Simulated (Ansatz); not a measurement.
Phonon-limited transport in TcB$_{2}$ (P6_3/mmc)

Consider the following.

```yaml
crystal:
  lattice:
    - [2.87695, 0.00000, 0.00000]
    - [-1.43848, 2.49152, 0.00000]
    - [0.00000, 0.00000, 7.41004]
  atoms:
    - { symbol: Tc, position: [0.33333, 0.66667, 0.25000] }
    - { symbol: Tc, position: [0.66667, 0.33333, 0.75000] }
    - { symbol: B, position: [0.33333, 0.66667, 0.95152] }
    - { symbol: B, position: [0.66667, 0.33333, 0.04848] }
    - { symbol: B, position: [0.66667, 0.33333, 0.45152] }
    - { symbol: B, position: [0.33333, 0.66667, 0.54848] }
```

Calculation: PBEsol, DFPT electron-phonon coupling, linearised Boltzmann equation (plane waves, PAW, scalar-relativistic; Ansatz, an electronic-structure program). Geometry: relaxed with this functional, without spin-orbit coupling.

```
Quantity                                                                                                          Value
----------------------------------------------------------------------------------  -----------------------------------
resistivity at 300 K                                                                  11.9 (x), 11.9 (y), 3.0 (z) μΩ·cm
resistivity at 77 K                                                                 0.36 (x), 0.36 (y), 0.082 (z) μΩ·cm
electron mean free path at 300 K (weighted by the current that each state carries)        16.0 (x), 16.0 (y), 26 (z) nm
electron-phonon coupling λ                                                                                        0.199
transport coupling λ_tr                                                                    0.23 (x), 0.23 (y), 0.21 (z)
logarithmic mean phonon energy                                                                                   40 meV
density of states at the Fermi level                                                         0.57 states/(eV·spin·cell)
Drude plasma energy                                                                        4.3 (x), 4.3 (y), 7.6 (z) eV
Tc for μ* = 0.10 (anisotropic Eliashberg)                                                                     below 1 K
Tc for μ* = 0.13 (anisotropic Eliashberg)                                                                     below 1 K
```

A metal at this level (no band gap). Only scattering by harmonic phonons is included (no impurities, grain boundaries, electron-electron scattering or thermal expansion). Spin-orbit coupling is left out. Halving the electron mesh (32x32x12) moves the resistivity by up to 1 % at 300 K, the mean free path by up to 2 %, the coupling by up to 1 %. Smearing 0.20 eV; phonons on a 6x6x2 q mesh, which this run doesn't test and which matters most at low temperature. Tc comes from the anisotropic Migdal-Eliashberg equations with μ*, a chosen number, referred to 50 meV.

Computed structure with no diffraction record at hand here (it may be known, metastable or hypothetical): TcB2 (P6_3/mmc).
